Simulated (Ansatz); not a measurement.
# Amorphous La₃₆O₅₄

A CHGNet melt-quench gave the starting glass, which DFT then relaxed. O atoms were pushed apart under 1.9 Å during the dynamics, to hinder bonds among them. The hot cell started wider than the set density and was brought back towards it in steps. It is the lowest in DFT energy of 4 quenches. It is a model cell: composition and starting density were chosen by hand, and all elements were melted together. No dispersion term was used.

Methods: PBE, scalar-relativistic without spin-orbit coupling (Ansatz, a first-principles code); r2SCAN, scalar-relativistic without spin-orbit coupling (Ansatz). Geometry, pressure, stress and energy are those of the PBE run. Its sampling: a 2×2×2 Γ-centred mesh; Fermi-Dirac width 0.02 eV; no spin polarisation. Other functionals are single points at the zone centre (r2SCAN at 500 eV), free to take moments where seeds were set. At PBE the levels at the filled edge of the gap are localised (band-tail or defect states).

```yaml
number_of_atoms_in_the_cell: 90
Density (volume relaxed, without dispersion): 6.21 g/cm³
volume_per_atom: 17.42 Å³
Pressure on a 2×2×2 Γ-centred mesh: -0.07 GPa
Largest force and stress component on that mesh (the relaxation ran on the zone centre alone): 0.02 eV/Å and 1.6 GPa
Energy relative to hexagonal La2O3 (lowest mix at this level among the phases computed, not always the ambient ones): 0.092 eV/atom
Level gap on a 2×2×2 Γ-centred mesh (PBE): 3.36 eV
Level gap at the zone centre (PBE): 3.36 eV
Level gap at the zone centre (r2SCAN): 3.75 eV
```

Neighbours within La-La 3.96 Å, La-O 3.14 Å, O-O 1.58 Å count as bonded. Two cations that share two anions don't count as bonded, nor two that share one unless they lie closer than La-La 3.85 Å.

```
Quantity                                                                                                                    Value
---------------------------------  ----------------------------------------------------------------------------------------------
Mean coordination of La by anions  6.25 (3 with 5, 22 with 6, 10 with 7, 1 with 8); 18 close contacts or bonds to cations besides
Mean coordination of O                                                                      4.17 (4 with 3, 37 with 4, 13 with 5)
Mean La-O bond                                                                              2.504 Å (spread 0.168 Å, 225 counted)
Mean La-La close contact                                                                      3.743 Å (spread 0.157 Å, 9 counted)
```

Its density started from a set value of 5.84 g/cm³. The quench (nominally 70 K/ps over its main leg) was far faster than any real one, so the model tends to hold more defects than a real film. Values belong to this one cell and scatter from quench to quench. The volume was free in the relaxation, at fixed shape. Stress components on the final sampling reach 1.6 GPa.
